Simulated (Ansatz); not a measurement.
**A computed series for HfB2: pressure series**

The parent structure is HfB₂ (space group P6/mmm, No. 191; a = 3.146 Å, c = 3.486 Å).

Cell and atoms are relaxed at each pressure.

The values are results of DFT with PBE, PAW potentials and a 420 eV plane-wave cutoff in Ansatz (an electronic-structure program), no spin-orbit coupling, not measurements.

Notes on the quantities. enthalpy: H = E + PV relative to the base's energy.

```
case                   enthalpy  shortest interatomic distance
----------------  -------------  -----------------------------
base                          –                        1.816 Å
pressure −2 GPa   -0.12 eV/atom                        1.821 Å
pressure −1 GPa   -0.06 eV/atom                              ?
pressure 0.3 GPa  +0.02 eV/atom                        1.815 Å
pressure 0.7 GPa  +0.04 eV/atom                        1.815 Å
pressure 1.5 GPa  +0.09 eV/atom                        1.813 Å
pressure 3 GPa    +0.19 eV/atom                        1.810 Å
pressure 5 GPa    +0.31 eV/atom                              ?
pressure 7.5 GPa  +0.46 eV/atom                        1.800 Å
pressure 10 GPa   +0.61 eV/atom                              ?
```

Task: Complete the table.

Result: 
- pressure −1 GPa, shortest interatomic distance: 1.818 Å
- pressure 5 GPa, shortest interatomic distance: 1.805 Å
- pressure 10 GPa, shortest interatomic distance: 1.795 Å

Load acts through the strain it causes; cell and atoms are relaxed under it. Stability against distortions was not tested. No other phases were tried under pressure. The final runs are not spin-polarised.
